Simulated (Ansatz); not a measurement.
B on the Si site (B_Si) in 4H silicon carbide

Level of theory: PBE, PAW (plane waves to 420 eV; Ansatz, an electronic-structure program). Cell: 96 sites, 3×2×1; final energies on a 2×2×2 shifted mesh. Site at the start: the Si(k) site. Energies of charged states are corrected for periodic images (point charge plus alignment at distant sites). Dielectric constants: PBE linear response of the host. Host gap at this level: 2.23 eV. A cell of this size leaves errors of a few tenths of an eV. PBE underestimates the host's gap, which shifts levels and can delocalise carriers. Spin–orbit coupling is left out. Each state is the lowest found from its start.

Formation energies E_f are given with the Fermi level at the valence-band maximum. Chemical conditions: C-rich (Δμ(Si) = -0.41 eV, Δμ(B) = -0.13 eV, bounded by B4C (Cm); only phases computed here count, gases as isolated molecules at 0 K); Si-rich (Δμ(Si) = 0.00 eV, Δμ(B) = -0.023 eV, bounded by B4C (Cm); only phases computed here count, gases as isolated molecules at 0 K). Reference phases: B: alpha boron, Si: silicon.

| charge | moment (μB) | largest move off a lattice site (Å) | image correction with alignment (eV) | E_f, C-rich (eV) | E_f, Si-rich (eV) |
|---|---|---|---|---|---|
| +1* | not spin-polarised | 0.14 | – | – | – |
| 0* | quenched | 0.13 | – | – | – |
| −1 | not spin-polarised | 0.13 | 0.29 | 2.36 | 2.67 |

* At this level the carrier isn't localised at the defect: at charge +1 holes occupy the valence band; at charge 0 holes occupy the valence band. Such a state is shallow or no state of the defect, and this cell gives it no level.

Starting moments that weren't kept: charge 0 began with 1 μB and ended with 0.0.

No other site or start that was run ended lower by more than 0.1 eV.

Flagged in the runs: a host whose relaxation on this sampling wasn't shown to rest.
